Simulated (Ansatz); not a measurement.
## BeSi (model structure, Fd-3m, No. 227, 4 atoms in the cell): properties by level of theory

```json
[
 {"level (code)": "LDA (Ansatz)", "lattice constant a (Å)": "5.622", "cohesive energy (eV/atom)": "4.24"},
 {"level (code)": "PBE (Ansatz)", "lattice constant a (Å)": "5.697", "cohesive energy (eV/atom)": "3.60"},
 {"level (code)": "PBEsol (Ansatz)", "lattice constant a (Å)": "5.665", "cohesive energy (eV/atom)": "3.98"},
 {"level (code)": "PBE-D3(BJ) (Ansatz)", "lattice constant a (Å)": "5.598", "cohesive energy (eV/atom)": "3.99"},
 {"level (code)": "r²SCAN (Ansatz)", "lattice constant a (Å)": "5.648", "cohesive energy (eV/atom)": "3.61"},
 {"level (code)": "r²SCAN+rVV10 (Ansatz)", "lattice constant a (Å)": "5.643", "cohesive energy (eV/atom)": "3.75"}
]
```

Ansatz's density-functional and Hartree–Fock values are scalar-relativistic unless marked +SOC, with PAW data made under PBE.

Free atoms are spin-polarised, in the lowest state found; at levels without +SOC their spin–orbit coupling is left out.

The computed numbers hold no vibrational or temperature effects.

A model structure was made by putting elements into a prototype or built by hand; it is no filed structure, need not be a known phase, and can be a saddle point held by its symmetry.

Ansatz is a first-principles code.
